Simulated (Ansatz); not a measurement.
Cost and result by functional for the adsorption energy of CO on the 1x1 (10-10) surface of wurtzite ZnO (cut with top plane O + Zn), one in a 2x1 cell, started at the site 'top O', in Ansatz (plane waves, PAW). Single points on the PBE structure, on one kind of machine; costs are rough ratios of the slab run's core time (references not counted) to the cheapest single point. r2SCAN's cost holds its higher cutoff (500 against 420 eV). Differences are taken against HSE06 for comparison alone: no measured value is at hand, so the table doesn't rank accuracy. HSE06 ran on a coarser k-mesh, which lowers its cost and may carry part of its shift.

Host crystal: wurtzite ZnO, with a band gap (PBE, scalar-relativistic without spin-orbit coupling).

Model: 34-atom slab, 9.4 Å thick at the start under the adsorbate (thin: gaps and levels are the slab's own), 3x4x1 mesh, Fermi-Dirac 0.01 eV, dipole correction, 16 atoms held, the rest relaxed; symmetry of the start imposed; no spin, no spin-orbit, no U, no dispersion correction. At the end it is bonded to Zn. In PBE it is, or lies within 0.03 eV of, the lowest of the starts that converged. These notes are the PBE run's. Adsorption energies are against CO(g). A negative adsorption energy means that the adsorbate is more stable on the surface than in its reference.

```tsv
functional	relative cost	adsorption energy (eV)	less HSE06 (eV)
RPBE	1	-0.15	0.12
r2SCAN	2	-0.43	-0.15
HSE06	20	-0.28	0.00
PBE (the relaxed run's value)	–	-0.34	-0.06
```

The values span 0.28 eV, while the single points' costs differ by a factor of roughly 20. Differences are of unrounded values.

Ansatz is a program for electronic structure.
